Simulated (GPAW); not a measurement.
GPAW run on LuAl₂ (P1, 6 atoms in the cell): self-consistent single point.

Method of the run: LDA (Perdew-Wang 92), GPAW PAW datasets LDA (gpaw-data 1.0.1) (plane waves; GPAW).

The change in words: lattice scaled by 0.98. Reference geometry:
```yaml
crystal:
  lattice:
    - [0.00000, 3.85616, 3.85616]
    - [3.85616, 0.00000, 3.85616]
    - [3.85616, 3.85616, 0.00000]
  atoms:
    - { symbol: Lu, position: [0.50769, 0.49509, 0.50136] }
    - { symbol: Lu, position: [0.74196, 0.75657, 0.75052] }
    - { symbol: Al, position: [0.11692, 0.14057, 0.11653] }
    - { symbol: Al, position: [0.62624, 0.12274, 0.13140] }
    - { symbol: Al, position: [0.12081, 0.12433, 0.63640] }
    - { symbol: Al, position: [0.13638, 0.61070, 0.11378] }
```

Reference input (self-consistent single point, DFT LDA (Perdew-Wang 92), plane waves, GPAW PAW datasets LDA (gpaw-data 1.0.1)): mode = pw; ecut = 850 eV; xc = LDA; kpts = 4 4 4; mesh shift (steps) = 0 0 0; occupations.name = fermi-dirac; occupations.width = 0.05 eV; nbands = -10; convergence.forces = 0.001 eV/Å; symmetry.symmorphic = false; symmetry.tolerance = 0.0005; maxiter = 120. This run's input differs from it in these lines:

```diff
@@ -5,5 +5,5 @@
 atoms = Atoms(['Lu', 'Lu', 'Al', 'Al', 'Al', 'Al'],
-              cell=[[0.000000, 3.856165, 3.856165],
-                    [3.856165, 0.000000, 3.856165],
-                    [3.856165, 3.856165, 0.000000]],
+              cell=[[0.000000, 3.779042, 3.779042],
+                    [3.779042, 0.000000, 3.779042],
+                    [3.779042, 3.779042, 0.000000]],
               scaled_positions=[[0.507688, 0.495093, 0.501364],
```

The program printed (abridged):

```
     iter     time        total  log10-change:
                         energy   eigst   dens  force
iter:   1 --:--:--   -29.945873
iter:   2 --:--:--   -29.699716   -1.52  -1.38
iter:   3 --:--:--   -29.310222   -0.82  -1.41
iter:   4 --:--:--   -29.084204   -1.73  -1.69
iter:   5 --:--:--   -29.059674   -2.23  -1.65
iter:   6 --:--:--   -29.058526c  -3.46  -2.59
iter:   7 --:--:--   -29.058038c  -4.37  -2.64
iter:   8 --:--:--   -29.057018c  -4.43  -2.77
iter:   9 --:--:--   -29.056903c  -5.27  -3.12
iter:  10 --:--:--   -29.056550c  -4.76  -3.32
iter:  11 --:--:--   -29.056495c  -5.04  -3.67
iter:  12 --:--:--   -29.056487c  -6.20  -3.79
iter:  13 --:--:--   -29.056486c  -6.84  -3.87
iter:  14 --:--:--   -29.056494c  -6.57  -3.90
iter:  15 --:--:--   -29.056492c  -7.46c -4.17c
iter:  16 --:--:--   -29.056488c  -6.42  -4.22c
iter:  17 --:--:--   -29.056488c  -7.74c -4.46c -1.76
iter:  18 --:--:--   -29.056488c  -7.83c -4.52c -3.03c
Converged after 18 iterations.

Dipole moment: (-14.088778, -14.502710, -14.071059) |e|*Ang

Energy contributions relative to reference atoms: (reference = -818408.003379)

Kinetic:        +21.621826
Potential:       -8.770867
External:        +0.000000
XC:             -41.726066
Entropy (-ST):   -0.027427
Local:           -0.167668
SIC:             +0.000000
--------------------------
Free energy:    -29.070202
Extrapolated:   -29.056488

Showing only first 2 kpts
 Kpt  Band  Eigenvalues  Occupancy
  0    29      6.13220    2.00000
  0    30      6.48490    2.00000
  0    31      6.50819    2.00000
  0    32      8.43115    1.97411

  1    29      7.59805    2.00000
  1    30      7.69161    2.00000
  1    31      7.98424    2.00000
  1    32      9.63316    0.00000

Fermi level: 8.64784

No gap
   [... lines left out ...]
  0 Lu    0.13106   -0.33834   -0.04174
  1 Lu   -0.20137    0.23186    0.09497
  2 Al   -0.21064    0.54384   -0.33612
  3 Al   -0.12889   -0.01177   -0.20566
  4 Al   -0.42698   -0.34304    0.19996
  5 Al    0.83677   -0.08231    0.28832

Stress tensor:
    -0.014364    -0.000337    -0.001603
    -0.000337    -0.012888    -0.000186
    -0.001603    -0.000186    -0.013462
Stress (GPa, Voigt): [-2.3013 -2.065  -2.1568 -0.0299 -0.2568 -0.054 ]
```

The run converged in 18 iterations. GPAW prints stress with tension positive. Against the reference run the free energy goes down by 4.7 meV/atom, the pressure goes from -3.28 to 2.17 GPa and the largest force goes from 0.745 to 0.889 eV/Å.

The starting cell comes from a database of computed structures (which also holds hypothetical and non-ambient phases and stackings), without a prior relaxation at this level. Its atoms were displaced at random from the sites of space group no. 227. For this run, on top of that: lattice scaled by 0.98.

Cost on one core of a shared machine: roughly 3 min.
